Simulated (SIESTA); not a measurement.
Band structure of Mg2Zn (Amm2, 6 atoms in the cell).

```
CELL_PARAMETERS angstrom
      4.85597     0.00000     0.00000
      0.00000     1.54752     7.92648
      0.00000    -1.54752     7.92648
ATOMIC_POSITIONS crystal
  Mg 0.00000 0.99723 0.99723
  Mg 0.00000 0.66928 0.66928
  Mg 0.00000 0.33352 0.33352
  Mg 0.50000 0.55535 0.55535
  Zn 0.50000 0.88716 0.88716
  Zn 0.50000 0.22412 0.22412
```

Computed with LDA PW92, numerical atomic orbitals DZP, PseudoDojo LDA standard norm-conserving potentials (rewritten from UPF to PSML) (SIESTA).

Settings: XC.functional = LDA; XC.authors = PW92; potentials = PseudoDojo LDA standard; PAO.BasisSize = DZP; PAO.EnergyShift = 0.01 Ry; MeshCutoff = 300 Ry; kgrid.MonkhorstPack = 4 5 5; OccupationFunction = MP; OccupationMPOrder = 0; ElectronicTemperature = 136 meV; MaxSCFIterations = 150; SCF.Mixer.Method = Pulay; SCF.Mixer.Weight = 0.2; SCF.Mixer.History = 6.

The starting cell comes from a database of computed structures (which also holds hypothetical and non-ambient phases and stackings), without a prior relaxation at this level. Values carry the incompleteness of an atom-centred basis.

Levels in eV from the Fermi level, bands 37 to 42:
```
point     37     38     39     40     41     42
-----  -----  -----  -----  -----  -----  -----
Γ      -5.39  -1.73  -1.00   0.60   0.88   0.98
X      -3.39  -1.35  -1.05   0.93   1.44   2.30
S      -2.68  -2.44  -0.21  -0.10   2.23   2.63
R      -2.08  -1.89  -1.33  -1.31  -0.96   0.09
A      -1.98  -1.88  -1.87  -1.71  -0.06   0.67
Z      -4.48  -3.87  -3.70  -3.50   3.48   3.58
Y      -2.63  -2.36  -1.22  -0.96  -0.45  -0.29
X1     -3.39  -1.35  -1.05   0.93   1.44   2.30
A1     -1.98  -1.88  -1.87  -1.71  -0.06   0.67
T      -5.53  -5.34  -1.25  -1.24  -0.72   0.24
```

Bands cross the Fermi level along this path, so the cell is metallic at this level.

Higher empty bands are left out: an atom-centred basis made for the valence describes them poorly.
